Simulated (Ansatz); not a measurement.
GaBO3 (R-3c), PBEsol, rigid bands run with Ansatz (a first-principles code). Band gap 4.17 eV, N_c = 1.52e19 cm⁻³ and N_v = 5.77e20 cm⁻³ at 300 K, conductivity masses along z (a = (2.29, 1.32, 4.73) Å; b = (-2.29, 1.32, 4.73) Å; c = (0.00, -2.65, 4.73) Å) of 1.88 mₑ (electrons) and 2.96 mₑ (holes). Take k_BT = 0.02585 eV.

Q: Find the intrinsic carrier density and the intrinsic Fermi level.

A: n_i = √(N_c N_v) exp(−E_g/2k_BT) = 9.37e19 × exp(−80.65) = 8.8e-16 cm⁻³. The level lies (k_BT/2) ln(N_v/N_c) = 47 meV from mid-gap (positive towards the conduction band). Each 0.1 eV added to the gap lowers n_i by a factor of 6.9.

Q: What thermal injection velocity √(2k_BT/πm) limits a ballistic channel along the direction named?

A: 3.92e6 cm/s for electrons and 3.13e6 cm/s for holes, a ratio of √(m_h/m_e) = 1.25, for dilute carriers.

Q: A film of it is 3 nm thick, with its normal along the direction named. Estimate the confinement energies in an infinite well.

A: ħ²π²/(2m t²) = 0.376 eV·nm²/(m/mₑ × t²) gives 22.2 meV for electrons and 14.1 meV for holes, so the gap would widen to about 4.21 eV. Finite barriers and nonparabolic bands lower this, and with several valleys or bands the heaviest mass along the normal sets the lowest level, not this average.

Rigid bands with the computed gap; masses take one relaxation time for all states. Spin-orbit coupling is left out; where it splits the top of the valence band, N_v and the p-type Seebeck coefficient come out somewhat high without it.

Formula and space group known from diffraction (Crystallography Open Database), not checked to be the room-temperature form: GaBO3 (R-3c).
